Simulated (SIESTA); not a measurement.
Band structure of BiO (R3m, 2 atoms in the cell).

```
BiO
1.0
    1.99990     1.15464     3.12233
   -1.99990     1.15464     3.12233
    0.00000    -2.30929     3.12233
Bi O
1 1
Direct
  0.00727   0.00727   0.00727
  0.26772   0.26772   0.26772
```

Level of theory: GGA PBEsol, numerical atomic orbitals TZP, PseudoDojo PBEsol standard norm-conserving potentials (rewritten from UPF to PSML) (SIESTA).

Settings: XC.functional = GGA; XC.authors = PBEsol; potentials = PseudoDojo PBEsol standard; PAO.BasisSize = TZP; PAO.EnergyShift = 0.01 Ry; MeshCutoff = 400 Ry; kgrid.MonkhorstPack = 10 10 10; OccupationFunction = FD; ElectronicTemperature = 1160.45 K; MaxSCFIterations = 150; SCF.Mixer.Method = Pulay; SCF.Mixer.Weight = 0.2; SCF.Mixer.History = 6; SCF.DM.Tolerance = 1.0E-04.

The starting cell comes from a database of computed structures (which also holds hypothetical and non-ambient phases and stackings), without a prior relaxation at this level. Spin-orbit coupling is off. Values carry the incompleteness of an atom-centred basis.

Levels in eV from the Fermi level, bands 7 to 12:
```csv
point,7,8,9,10,11,12
Γ,-10.27,-4.30,-4.30,-4.02,2.04,2.04
L,-11.59,-4.85,-4.65,-4.53,0.26,2.44
B1,-11.59,-6.04,-5.90,-2.33,0.11,0.54
B,-11.59,-6.04,-5.90,-2.33,0.11,0.54
Z,-11.19,-5.13,-4.87,-4.87,0.48,2.24
X,-11.65,-6.32,-5.21,-2.49,-0.93,1.84
Q,-11.65,-6.32,-5.21,-2.49,-0.93,1.84
F,-11.65,-5.74,-5.45,-2.73,-2.00,3.18
P1,-11.54,-6.18,-5.45,-2.84,-0.56,1.62
P,-11.54,-6.18,-5.45,-2.84,-0.56,1.62
```

Bands cross the Fermi level along this path, so the cell is metallic at this level.

Higher empty bands are left out: an atom-centred basis made for the valence describes them poorly.
